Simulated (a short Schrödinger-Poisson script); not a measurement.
System: MOS inversion layer, HfO2 on p-type Si(100), at 300 K.

From the gate side: 9.2 nm HfO2; 230 nm Si, acceptors 3.6e18 cm⁻³.

The device is made up for the run: typed textbook-type constants, with dimensions and the other settings drawn at random. HfO2: permittivity 22, conduction-band edge (eV) 1.55, gap (eV) 5.7, electron mass (mₑ) 0.2. Si: permittivity 11.7, conduction-band edge (eV) 0, gap (eV) 1.124, Nv at 300 K (cm⁻³) 3.1e19.

Channel valleys (confinement mass, in-plane density-of-states mass, number): Δ2 0.916, 0.19, 2; Δ4 0.19, 0.417, 4. At the gate the conduction-band edge of layer 1 lies 1.71 eV − eVg above the Fermi level of the channel; the field vanishes at the back. Gaps are held at their typed values at every temperature. Mesh 0.03 nm at interfaces.

Solved with a short Schrödinger-Poisson script written for these runs: 1D Poisson equation in equilibrium, electrons quantum, Hartree (BenDaniel-Duke, 12 states a valley, the channel's in-plane mass for all, wave functions ending at the dielectric), parabolic valleys, classical holes, full ionisation, no traps, pinning or gate leakage.

| Vg (V) | electrons (cm⁻²) | C (μF/cm²) | Δ2 E0 (meV from the Fermi level) | Δ4 E0 (meV from the Fermi level) |
|---|---|---|---|---|
| 0.65 | 1.44e9 | 0.437 | 207.0 | 323.8 |
| 0.7 | 6.04e9 | 0.447 | 169.9 | 288.4 |
| 0.75 | 2.46e10 | 0.502 | 133.4 | 253.6 |
| 0.8 | 8.92e10 | 0.673 | 99.9 | 221.7 |
| 0.85 | 2.51e11 | 0.950 | 72.6 | 196.1 |
| 0.9 | 5.24e11 | 1.19 | 52.7 | 177.7 |
| 0.95 | 8.80e11 | 1.35 | 38.2 | 164.8 |
| 1 | 1.29e12 | 1.45 | 27.1 | 155.2 |
| 1.05 | 1.73e12 | 1.51 | 18.0 | 147.7 |
| 1.1 | 2.19e12 | 1.56 | 10.4 | 141.5 |
| 1.15 | 2.66e12 | 1.59 | 3.8 | 136.3 |
| 1.2 | 3.15e12 | 1.62 | -2.2 | 131.8 |
| 1.25 | 3.65e12 | 1.63 | -7.7 | 127.8 |
| 1.3 | 4.15e12 | 1.65 | -12.7 | 124.2 |
| 1.35 | 4.66e12 | 1.66 | -17.5 | 120.8 |
| 1.4 | 5.17e12 | 1.67 | -22.0 | 117.7 |

Gate voltages with under 1e9 electrons/cm² are left out.

**Question.** At Vg = 1.4 V the lowest Δ2 subband lies at -22.0 meV from the Fermi level. How many electrons does it hold, and what share of all?

**Answer.** The two-dimensional density of states is g m/(πħ²) = 1.59e11 cm⁻² meV⁻¹ (both spins), kT = 25.9 meV, so n = D kT ln(1 + exp(−E/kT)) = 4.95e12 cm⁻², 0.96 of the 5.17e12 cm⁻² in all.

**Question.** Compare the slope of the sheet density between 1.3 and 1.4 V with the geometric capacitance of the layers between gate and channel.

**Answer.** q Δn/ΔV = 1.63 μF/cm²; ε0/Σ(t/ε) = 2.12 μF/cm². The ratio is 0.77: the channel acts as a further capacitance in series.
